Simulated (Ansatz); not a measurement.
```
CELL_PARAMETERS angstrom
     14.50000     0.00000     0.00000
      0.00000    14.50000     0.00000
      0.00000     0.00000     5.55819
ATOMIC_POSITIONS crystal
  Si 0.50000 0.50000 0.00000
  Si 0.50000 0.50000 0.50000
  S  0.61264 0.50000 0.25000
  S  0.38736 0.50000 0.25000
  S  0.50000 0.61264 0.75000
  S  0.50000 0.38736 0.75000
```

All values below come from PBE+D3(BJ) (plane waves to 420 eV, PAW; Ansatz, a first-principles code). Mesh 1×1×52. No spin polarisation, so a magnetic state wasn't tested. It repeats along c; a and b span vacuum. A hypothetical model. Only distortions within the start's symmetry and period were free. Pairing along the axis, which can open a gap, is among the distortions not tried.

Tabulate the two highest filled and two lowest empty levels along the axis, from the valence top.


```
k (2π/c)  v2 (eV)  v1 (eV)  c1 (eV)  c2 (eV)
--------  -------  -------  -------  -------
0.000       -1.34     0.00     3.88     4.49
0.042       -1.33    -0.01     3.86     4.49
0.083       -1.31    -0.04     3.81     4.51
0.125       -1.28    -0.08     3.73     4.53
0.167       -1.23    -0.13     3.65     4.51
0.208       -1.16    -0.20     3.56     4.43
0.250       -1.08    -0.28     3.49     4.28
0.292       -0.98    -0.37     3.43     4.11
0.333       -0.89    -0.47     3.38     3.94
0.375       -0.80    -0.56     3.36     3.78
0.417       -0.73    -0.66     3.36     3.64
0.458       -0.68    -0.68     3.39     3.53
0.500       -0.67    -0.67     3.45     3.45
```
